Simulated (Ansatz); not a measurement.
The reference is TaAs in the CsCl type structure (space group Pm-3m, No. 221; a = 3.215 Å; a hypothetical phase, not in the database extracts checked).

(Cell as relaxed with PBE.)

Levels (all Ansatz, a program for electronic structure, PAW): PBE (420 eV, without spin-orbit coupling); PBEsol (420 eV, no SOC).

Each level relaxes its own structure.

```
quantity                  PBE    PBEsol
-------------------  --------  --------
volume per atom      16.61 Å³  16.05 Å³
lattice parameter a   3.215 Å   3.178 Å
band gap                 zero      zero
```

PBE's volume per atom lies 0.56 Å³ above PBEsol's (3.5 %); PBE's lattice parameter a lies 0.0364 Å above PBEsol's (1.1 %); the two agree on the band gap. Neither level is exact; PBEsol is the comparison here, not a measurement.

No phonon test of stability was made. The final runs are not spin-polarised.
